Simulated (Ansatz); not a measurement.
Base system: KTaO3 in the cubic perovskite structure (space group Pm-3m, No. 221).

```xyz
5
Lattice="3.9520 0.0000 0.0000 0.0000 3.9520 0.0000 0.0000 0.0000 3.9520" Properties=species:S:1:pos:R:3 pbc="T T T"
K      0.0000     0.0000     0.0000
Ta     1.9760     1.9760     1.9760
O      1.9760     0.0000     1.9760
O      0.0000     1.9760     1.9760
O      1.9760     1.9760     0.0000
```

Cartesian axes are those of the cell as printed.

The values are results of plane-wave PAW DFT at the LDA level (Ansatz, a quantum-chemistry and plane-wave program, 420 eV), no spin-orbit coupling, not measurements.

Strains are applied to the cell and any free atomic positions relax.

One change was made to it. Results:

The energy rises by 0.7 meV/atom; the smallest direct gap drops by 0.05 eV to 2.68 eV; the band gap shrinks by 0.03 eV (2.13 eV → 2.10 eV).

Q: Name the change that was made.
(A) tensor shear ε_xy = +0.67 %
(B) tensor shear ε_xy = +1.33 %
(C) tensor shear ε_xy = +1.67 %
(D) tensor shear ε_xy = +2.00 %

A: A, tensor shear ε_xy = +0.67 %. For comparison, the energy relative to the base in the other runs: tensor shear ε_xy = +1.67 % gives +4.4 meV/atom; tensor shear ε_xy = +2.00 % gives +6.3 meV/atom; tensor shear ε_xy = +1.33 % gives +2.8 meV/atom.

Spin-orbit coupling, missing from the scalar runs, can matter with Ta. No phonon test of stability was made.
